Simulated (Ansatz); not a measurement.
**Response to strain in BAs**

Take BAs in the zinc blende structure (space group F-43m, No. 216) as the base.

```yaml
crystal:
  lattice:
    - [0.00000, 2.36609, 2.36609]
    - [2.36609, 0.00000, 2.36609]
    - [2.36609, 2.36609, 0.00000]
  atoms:
    - { symbol: B, position: [0.00000, 0.00000, 0.00000] }
    - { symbol: As, position: [0.25000, 0.25000, 0.25000] }
```

Strains are applied to the cell and any free atomic positions relax.

The values are results of LDA (Ansatz, an electronic-structure program, PAW, scalar-relativistic without spin-orbit coupling), not measurements.

Candidates:
(a) isotropic strain +3.00 %
(b) isotropic strain −0.50 %
(c) isotropic strain +0.50 %
(d) isotropic strain +2.50 %
(e) isotropic strain +2.00 %

Base values:

- Width of the top valence band: 5.37 eV

### Question
Order them by width of the top valence band, highest first.

### Answer
(b) isotropic strain −0.50 % (5.46 eV), (c) isotropic strain +0.50 % (5.28 eV), (e) isotropic strain +2.00 % (5.02 eV), (d) isotropic strain +2.50 % (4.94 eV), (a) isotropic strain +3.00 % (4.86 eV)

The levels and masses belong to the bands next to the band gap. No phonon test of stability was made.
